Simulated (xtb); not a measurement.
xtb 6.7.1, GFN2-xTB: Sr(Br)2(dme) (C[O]1CC[O](C)->[Sr]<-1([Br])[Br]), 19 atoms. The geometry is a generated start, not checked to be a minimum at this level.

- method = GFN2-xTB
- --acc = 1 (default)
- --etemp (K) = 300 (default)
- detailed input (--input) = none: ANC optimiser, Lindh (1995) Hessian, microcycle=20, maxdispl=1.0, hlow=0.01 (default)
- basis functions = 64
- valence electrons = 54

```xyz
19

Sr    -1.9985    -0.4594    -1.2939
Br     0.1801    -0.2869    -2.9916
Br    -3.9658     1.3272    -0.5964
C     -0.1518     2.4487    -0.4719
O     -0.4874     1.2031     0.1029
C      0.6207     0.5563     0.6849
C      0.1166    -0.7152     1.3656
O     -0.3257    -1.6991     0.4552
C      0.7191    -2.4954    -0.0754
H     -1.0760     2.8765    -0.8632
H      0.5740     2.3260    -1.2850
H      0.2652     3.1212     0.2856
H      1.0848     1.2086     1.4387
H      1.3684     0.3173    -0.0860
H     -0.7564    -0.4505     1.9729
H      0.8993    -1.1268     2.0146
H      1.4042    -1.9143    -0.6977
H      0.2501    -3.2603    -0.6922
H      1.2792    -2.9770     0.7329
```

The structure is relaxed from this start with --opt LEVEL for the levels crude, sloppy, loose, lax, normal, tight, vtight, extreme, once each. Up to the end of the extreme run atoms move by at most 0.66 Å along an axis.

Problem. Choose the cheapest level whose final energy lies within 5 meV of that of extreme.

Solution. tight: 17 cycles against 22, ending 0.039 meV above.

| level | cycles | energy above the extreme run (meV) | gradient norm (eV/Å) |
|---|---|---|---|
| crude | 1 | 15 | 0.042 |
| sloppy | 1 | 15 | 0.042 |
| loose | 1 | 15 | 0.042 |
| lax | 1 | 15 | 0.042 |
| normal | 1 | 15 | 0.042 |
| tight | 17 | 0.039 | 0.0054 |
| vtight | 22 | under 0.01 | 0.0018 |
| extreme | 22 | — | 0.0018 |
